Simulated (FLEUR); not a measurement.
Worked example: self-consistent single point of TiAl (P4/mmm, 2 atoms in the cell) in FLEUR.

Method of the run: PBE, all-electron FLAPW (FLEUR), scalar-relativistic valence.

The change in words: lattice scaled by 0.98. Reference geometry:
```
TiAl
1.0
    2.77618     0.00000     0.00000
    0.00000     2.77618     0.00000
    0.00000     0.00000     4.01640
Ti Al
1 1
Direct
  0.50000   0.50000   0.50000
  0.00000   0.00000   0.00000
```

Reference input (self-consistent single point, DFT, PBE, all-electron FLAPW (FLEUR), scalar-relativistic valence): Kmax = 4.1 1/bohr; GmaxXC = 16.4 1/bohr; xcFunctional = pbe; jspins = 1; l_soc = F; mode = hist; fermiSmearingEnergy = 0.00367493 Htr; mesh (inpgen div1-3) = 12 12 8; inpgen gamma flag = true; Gmax = 16.4 1/bohr; numbands = 0; maxIterBroyd = 15. This run's input differs from it in these lines:

```diff
@@ -3,5 +3,5 @@
 &input film=f /
-2.7761780000 0.0000000000 0.0000000000
-0.0000000000 2.7761780000 0.0000000000
-0.0000000000 0.0000000000 4.0164030000
+2.7206540000 0.0000000000 0.0000000000
+0.0000000000 2.7206540000 0.0000000000
+0.0000000000 0.0000000000 3.9360750000
 1.8897261246
@@ -43,5 +43,5 @@
          <bravaisMatrix>
-            <row-1>    5.2462160931397781     0.0000000000000000     0.0000000000000000</row-1>
-            <row-2>    0.0000000000000000     5.2462160931397781     0.0000000000000000</row-2>
-            <row-3>    0.0000000000000000     0.0000000000000000     7.5899016760218139</row-3>
+            <row-1>    5.1412909397974884     0.0000000000000000     0.0000000000000000</row-1>
+            <row-2>    0.0000000000000000     5.1412909397974884     0.0000000000000000</row-2>
+            <row-3>    0.0000000000000000     0.0000000000000000     7.4381037558849448</row-3>
          </bravaisMatrix>
```

The program printed (abridged):

```
 Iteration:     1   Distance:       7.26301035 me/bohr^3
 Iteration:     2   Distance:       6.76582157 me/bohr^3
 Iteration:     3   Distance:       2.46335128 me/bohr^3
 Iteration:     4   Distance:       1.31220207 me/bohr^3
 Iteration:     5   Distance:       0.53769587 me/bohr^3
   [... 6 lines left out ...]
 Iteration:    12   Distance:       0.00031906 me/bohr^3
 Iteration:    13   Distance:       0.00007173 me/bohr^3
 Iteration:    14   Distance:       0.00001736 me/bohr^3
 Iteration:    15   Distance:       0.00000328 me/bohr^3
 Run finished successfully
 Stop message:
   Structural relaxation: Done

[file out, last iteration]
             iter=     16
[...]
          total density-effective poten   -1.7298233302E+03
          total charge density-energy d   -6.0943718869E+01
 Updated energy parameters for spin:           1
[...]
 fermi energy and band-weighting factors:

[...]
FERMIE:
          first approx. to ef    (T=0)  :   0.367706 htr   (energy of the highest occ. eigenvalue)
          number of occ. states  (T=0)  :       1057
          first approx. to seigv (T=0)  :  -6.540851 htr
          sum of weights of occ. states :   7.505208
          sum of semicore charge        :   0.000000 e
FERHIS:  Fermi-Energy by histogram:
          bandgap                     :   0.000555 htr
   [... lines left out ...]
          charge neutrality (T=0)     :   0.010417    (zero if the highest occ. eigenvalue is "entirely" occupied)
     EF_NEWTON:  Adjust Fermi-Energy by Newton-Method.
 Direct bandgap for spin            1 :    1.0835637947925081E-002  Htr
 ---->    free energy=                     -1096.6660843159 htr
   [... lines left out ...]
      extrapolation for T->0
 ---->    total electron energy=           -1096.6650903000 htr
 ***** TOTAL FORCES ON ATOMS *****
 TOTAL FORCE FOR ATOM TYPE=  1  X=  2.571   Y=  2.571   Z=  3.719
                       FX_TOT= 0.000000 FY_TOT= 0.000000 FZ_TOT= 0.000000
 TOTAL FORCE FOR ATOM TYPE=  2  X=  0.000   Y=  0.000   Z=  0.000
                       FX_TOT= 0.000000 FY_TOT= 0.000000 FZ_TOT= 0.000000
 Structural relaxation: Done
```

The run converged in 15 iterations. FLEUR gives forces in its relaxation mode, with a further iteration, so its stop message speaks of a relaxation. Against the reference run the free energy rises by 60.3 meV/atom.

The starting cell comes from a database of computed structures (which also holds hypothetical and non-ambient phases and stackings), without a prior relaxation at this level. Its lattice was rescaled by a random factor within 2.5 % of one. For this run, on top of that: lattice scaled by 0.98. Spin polarisation is off. Values depend on the basis (sphere radii, cutoffs, local orbitals), which need not be converged. The log's line on a gap gives a spacing of levels on this mesh, which the program prints for metals too.

Cost on one core of a shared machine: roughly 2 min.
